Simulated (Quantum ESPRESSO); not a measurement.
Worked example: self-consistent single point of FeGe2 (I4, 6 atoms in the cell) in Quantum ESPRESSO.

Method: LDA (PZ), PSlibrary ultrasoft (LDA) pseudopotentials (plane waves; Quantum ESPRESSO).

```yaml
crystal:
  lattice:
    - [2.94476, -2.94476, 2.43915]
    - [2.94476, 2.94476, 2.43915]
    - [-2.94476, -2.94476, 2.43915]
  atoms:
    - { symbol: Fe, position: [0.00000, 0.76025, 0.76025], spin: 4.0 }
    - { symbol: Fe, position: [0.00000, 0.25000, 0.25000], spin: 4.0 }
    - { symbol: Ge, position: [0.19022, 0.65489, 0.15489] }
    - { symbol: Ge, position: [0.80978, 0.34511, 0.84511] }
    - { symbol: Ge, position: [0.50000, 0.84511, 0.65489] }
    - { symbol: Ge, position: [0.50000, 0.15489, 0.34511] }
```
(The spins are starting values, not results.)

Reference input (self-consistent single point, DFT, LDA (PZ), plane waves, PSlibrary ultrasoft (LDA) pseudopotentials): ecutwfc = 55 Ry; ecutrho = 330 Ry; occupations = smearing; smearing = gauss; degauss = 0.0073499 Ry; nspin = 2; potentials = {Fe: Fe.pz-n-rrkjus_psl.1.0.0.UPF, Ge: Ge.pz-n-rrkjus_psl.1.0.0.UPF}; K_POINTS = automatic 4 4 4 0 0 0; conv_thr = 1e-09 Ry; mixing_beta = 0.4. This run's input differs from it in these lines:

```diff
@@ -37,3 +37,3 @@
 K_POINTS automatic
-4 4 4  0 0 0
+8 8 8  1 1 1
```

Output (repeated stretches shortened):

```
     Self-consistent Calculation

     iteration #  1     ecut=    55.00 Ry     beta= 0.40

     total energy              =    -169.26030198 Ry
     estimated scf accuracy    <       0.35413927 Ry

     total magnetization       =     3.42 Bohr mag/cell
     absolute magnetization    =     4.01 Bohr mag/cell

     iteration #  2     ecut=    55.00 Ry     beta= 0.40

     total energy              =    -169.25653680 Ry
     estimated scf accuracy    <       1.65830251 Ry

     total magnetization       =     3.78 Bohr mag/cell
     absolute magnetization    =     4.62 Bohr mag/cell

     iteration #  3     ecut=    55.00 Ry     beta= 0.40

   [... lines left out ...]
     estimated scf accuracy    <       0.00000002 Ry

     total magnetization       =     2.23 Bohr mag/cell
     absolute magnetization    =     2.69 Bohr mag/cell

     iteration # 21     ecut=    55.00 Ry     beta= 0.40

     Magnetic moment per site  (integrated on atomic sphere of radius R)
     atom   1 (R=0.167)  charge=  6.3948  magn=  1.1973
     atom   2 (R=0.167)  charge=  6.3937  magn=  1.1957
     atom   3 (R=0.176)  charge=  2.0371  magn= -0.0309
     atom   4 (R=0.176)  charge=  2.0371  magn= -0.0309
     atom   5 (R=0.176)  charge=  2.0371  magn= -0.0309
     atom   6 (R=0.176)  charge=  2.0371  magn= -0.0309
     End of self-consistent calculation

     Number of k-points >= 100: set verbosity='high' to print the bands.

     the Fermi energy is    10.6434 ev

!    total energy              =    -169.43554291 Ry
     estimated scf accuracy    <          9.1E-10 Ry
     smearing contrib. (-TS)   =      -0.00113611 Ry
     internal energy E=F+TS    =    -169.43440680 Ry

     total magnetization       =     2.23 Bohr mag/cell
     absolute magnetization    =     2.69 Bohr mag/cell

     convergence has been achieved in  21 iterations

     Forces acting on atoms (cartesian axes, Ry/au):

     atom    1 type  1   force =     0.00000000    0.00000000   -0.01704665
     atom    2 type  1   force =     0.00000000    0.00000000    0.01103105
     atom    3 type  2   force =    -0.00797936    0.00271988    0.00150390
   [... lines left out ...]

     Total force =     0.026563     Total SCF correction =     0.000005

          total   stress  (Ry/bohr**3)                   (kbar)     P=      -68.67
  -0.00053520   0.00000000   0.00000000          -78.73        0.00        0.00
  -0.00000000  -0.00053520  -0.00000000           -0.00      -78.73       -0.00
   0.00000000   0.00000000  -0.00032994            0.00        0.00      -48.54

   JOB DONE.
```

The run converged in 21 iterations. Against the reference run the free energy goes up by 2.9 meV/atom, the pressure goes from -6.73 to -6.87 GPa, the largest force moves little (0.443 to 0.438 eV/Å) and the size of the net moment hardly changes (0.38 to 0.37 μB/atom).

The starting cell comes from a database of computed structures (which also holds hypothetical and non-ambient phases and stackings), without a prior relaxation at this level. Its lattice was rescaled by up to half a per cent. One atom was moved a little off its site on purpose. The magnetic order is the one reached from the typed start; others were not searched systematically.

Cost on one core of a shared machine: roughly 6 min.
